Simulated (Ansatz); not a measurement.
Base system: HfO2 (space group P2_1/c, No. 14).

```
CELL_PARAMETERS angstrom
      5.11406     0.00000     0.00000
      0.00000     5.18158     0.00000
     -0.87114     0.00000     5.22313
ATOMIC_POSITIONS crystal
  Hf 0.27621 0.04185 0.20822
  Hf 0.72379 0.54185 0.29178
  Hf 0.72379 0.95815 0.79178
  Hf 0.27621 0.45815 0.70822
  O  0.07006 0.33377 0.34402
  O  0.92994 0.83377 0.15598
  O  0.92994 0.66623 0.65598
  O  0.07006 0.16623 0.84402
  O  0.44796 0.75767 0.47851
  O  0.55204 0.25767 0.02149
  O  0.55204 0.24233 0.52149
  O  0.44796 0.74233 0.97851
```

Cartesian axes are those of the cell as printed.

Level of theory: DFT with r2SCAN, PAW potentials and a 500 eV plane-wave cutoff in Ansatz (a program for electronic structure), no spin-orbit coupling.

Strains are applied to the cell and any free atomic positions relax; under biaxial strain the out-of-plane vector relaxes too; under stress the whole cell relaxes.

One change was made to it. Results:

| quantity | base | after |
|---|---|---|
| smallest direct gap | 4.68 eV | 4.87 eV |
| band gap | 4.59 eV | 4.81 eV |
| shortest interatomic distance | 2.041 Å | 1.998 Å |

Problem. Which change produced these results?
(A) biaxial strain −2.65 %, plane normal [001], relaxed out of plane
(B) uniaxial stress, 5 GPa tension along z
(C) biaxial strain −0.47 %, plane normal [001], relaxed out of plane

Solution. A, biaxial strain −2.65 %, plane normal [001], relaxed out of plane. For comparison, the band gap in the other runs: biaxial strain −0.47 %, plane normal [001], relaxed out of plane gives 4.61 eV; uniaxial stress, 5 GPa tension along z gives 4.68 eV.

With Hf present, leaving out spin-orbit coupling can change the band edges. Beyond what the load breaks, stability against distortions was not tested.
